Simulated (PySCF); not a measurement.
PySCF 2.14.0, MP2 (frozen core)/cc-pvdz: N[Si@H]1C=C[Si@H]([SiH3])C[SiH2]1, 21 atoms. The geometry is a generated start, not checked to be a minimum at this level.

```
Quantity                                               Value
-------------------------------  ---------------------------
task                                                     mp2
basis                                                cc-pvdz
two-electron scheme              exact four-centre integrals
frozen core                                             true
mf.init_guess                                minao (default)
mf.DIIS                                      CDIIS (default)
mf.diis_space                                    8 (default)
mf.conv_tol                                  1e-09 (default)
basis functions (reference run)                          193
```

On 4 threads, 1 BLAS thread. Build: conda-forge: OpenMP (GNU), OpenBLAS with its own threads, libcint, Libxc. Each setting ran once; only counts and results are compared.

Values of mol.max_memory tried: 8000 MB, 4000 MB, 2000 MB, 1000 MB, 500 MB, 300 MB, 200 MB.

**Question.** What happens as the memory setting falls?

**Answer.** It runs down to 200 MB, the lowest tried, with the same result. At 8000 MB: SCF integrals in memory, transformation in memory. From 2000 MB down: SCF integrals in memory, transformation through a file. From 1000 MB down: direct SCF, transformation through a file.

```json
[
 {"mol.max_memory": "8000 MB", "path": "SCF integrals in memory, transformation in memory", "peak memory": "2.0 GiB"},
 {"mol.max_memory": "4000 MB", "path": "SCF integrals in memory, transformation in memory", "peak memory": "2.0 GiB"},
 {"mol.max_memory": "2000 MB", "path": "SCF integrals in memory, transformation through a file", "peak memory": "2.8 GiB"},
 {"mol.max_memory": "1000 MB", "path": "direct SCF, transformation through a file", "peak memory": "1.5 GiB"},
 {"mol.max_memory": "500 MB", "path": "direct SCF, transformation through a file", "peak memory": "1.5 GiB"},
 {"mol.max_memory": "300 MB", "path": "direct SCF, transformation through a file", "peak memory": "1.5 GiB"},
 {"mol.max_memory": "200 MB", "path": "direct SCF, transformation through a file", "peak memory": "1.5 GiB"}
]
```

Peak memory is the kernel's count for the largest process, libraries included and scratch files not. The peak passes the setting at 2000 MB, 1000 MB, 500 MB, 300 MB, 200 MB: it is no hard cap. MP2's transformation through a file may take 2000 MB even at lower settings.
